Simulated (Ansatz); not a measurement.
System: Na vacancy in bcc Na (neutral cell). The step: one Na atom jumps into the vacancy from a nearby Na site; the atom moves 3.11 Å along (-0.44, -0.44, 0.40) of the unit cell; the moving atom starts with neighbours  Å and ends with  Å. A PBE band in Ansatz (plane-wave PAW, a 2×2×3 k-point mesh shifted by half a step, 36 host sites, 23 SCF runs with any check of the saddle's order, static, no finite-size correction) gives a forward barrier of 0.068 eV. The saddle point's order was not checked, and it lies on a symmetry element of the cell, where a band can be held. Forms of the defect that were not tried may lie lower.

Single points at the band's start and saddle point can refine it. Rough cost of one point, in units of the band's mean SCF on the same machine:

| Level | Cost of one point |
|---|---|
| PBE, a 3×3×4 k-point mesh shifted by half a step | about 3 |
| r2SCAN at 500 eV, a 2×2×3 k-point mesh shifted by half a step | about 2 |

Task: Which of these move the barrier by more than 0.1 eV, and how far does each move it?

Result: Not one does. PBE, a 3×3×4 k-point mesh shifted by half a step: 0.00 eV; r2SCAN at 500 eV, a 2×2×3 k-point mesh shifted by half a step: +0.01 eV. Each functional is compared with PBE at the same k-points.

Ansatz is an electronic-structure program.
